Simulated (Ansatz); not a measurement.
System: Cs2HfI6 (Fm-3m, No. 225, 9 atoms in the cell; start COD 1530776). Method: LDA in Ansatz (PAW).

Run with plane-wave cutoff 520 eV, 6×6×6 k mesh, Fermi–Dirac smearing 0.01 eV, scalar-relativistic PAW data made under PBE.

Cell (relaxed at this level):

Space group Fm-3m (No. 225); a = 11.238 Å, b = 11.238 Å, c = 11.238 Å, α = 90.00°, β = 90.00°, γ = 90.00°

```csv
atom,site,symmetry,x,y,z
Hf,4a,m-3m,0.0000,0.0000,0.0000
Cs,8c,-43m,0.2500,0.2500,0.2500
I,24e,4m.m,0.0000,0.0000,0.2494
```
(The calculation used a cell of 9 atoms; values per cell refer to that cell.)

Give the computed band gap and smallest direct gap on the k points sampled.


band gap: 1.84 eV
smallest direct gap on the k points sampled: 1.86 eV

Note: the relaxation could not lower the start's symmetry, so a distorted cell can lie lower.

Spin–orbit coupling is not included; with these elements it can move the gap by several tenths of an eV or more.

The computed numbers hold no vibrational or temperature effects.

The result took roughly 110 core-seconds.

Ansatz is an electronic-structure program.
